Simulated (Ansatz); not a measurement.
The parent structure is GaSe in the beta-GaS type structure (space group P6_3/mmc, No. 194; a = 3.705 Å, c = 15.508 Å; layered, stacked along the Cartesian z axis). Axes: x lies along a and z along c of the hexagonal cell.

One thing is altered: the cell is compressed by 1.22 % along x with no lateral relaxation, atoms relaxed at fixed cell.

Levels (all Ansatz, a program for electronic structure, PAW, earlier PAW set): PBEsol-D3(BJ) (420 eV, without spin-orbit coupling); PBEsol+SOC (420 eV, noncollinear with spin-orbit coupling).

The geometry is relaxed with PBEsol-D3(BJ).

PBEsol-D3(BJ) lowest conduction level above the VBM at special points: S 0.82 eV; Y 0.90 eV; Σ₀ 0.99 eV; C₀ 0.99 eV
PBEsol-D3(BJ) valence-band top at Γ: 0.00, -1.12, -1.21 eV
PBEsol-D3(BJ) gap character: indirect, Γ → S

Question: Predict the lowest conduction level above the VBM at special points, valence-band top at Γ and gap character from PBEsol+SOC.

Answer: The lowest conduction level above the VBM at special points goes from S 0.82 eV; Y 0.90 eV; Σ₀ 0.99 eV; C₀ 0.99 eV to S 0.79 eV; Y 0.87 eV; Σ₀ 0.96 eV; C₀ 0.96 eV; the valence-band top at Γ (three highest Kramers pairs, from the VBM) goes from 0.00, -1.12, -1.21 eV to 0.00, -1.04, -1.17 eV; the gap character stays indirect, Γ → S.

Single points use the geometry relaxed with PBEsol-D3(BJ). The spin-orbit shifts are approximate. The cells carry an imposed strain or load. No phonon test of stability was made. k-point labels follow each cell's own Brillouin zone.
